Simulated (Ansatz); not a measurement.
The starting structures come from a database of crystals and need not be the phases stable at ambient conditions.

 Where the default PAW files enter, the runs use the earlier of Ansatz's two default sets.

Given:

```
CELL_PARAMETERS angstrom
      6.13587     0.00000     0.00000
      3.00307     5.35074     0.00000
     -3.00307    -1.75826     5.05361
ATOMIC_POSITIONS crystal
  Ba 0.25233 0.25233 0.74767
  Ba 0.74767 0.74767 0.25233
  La 0.00000 0.00000 0.00000
  Ta 0.50000 0.50000 0.50000
  O  0.78559 0.67089 0.72321
  O  0.21441 0.32911 0.27679
  O  0.27679 0.78559 0.32911
  O  0.72321 0.21441 0.67089
  O  0.67089 0.27679 0.21441
  O  0.32911 0.72321 0.78559
```

Space group of this cell: R-3. The cell is taken as given; by r2SCAN its mean pressure is -3.5 GPa.

Transport runs along the normal of the first two printed cell vectors, the (101) plane of the conventional cell.

The gap is the functional's own. No spin-orbit coupling. Mid-gap values are interpolated on the energy grid.

Estimate the band gap and the smallest decay constant κ at mid-gap that r2SCAN (Ansatz, a program for electronic structure) returns for this system.

Gap 4.15 eV on a 6×6×6 mesh; κ = 0.403 1/Å, at the zone centre.
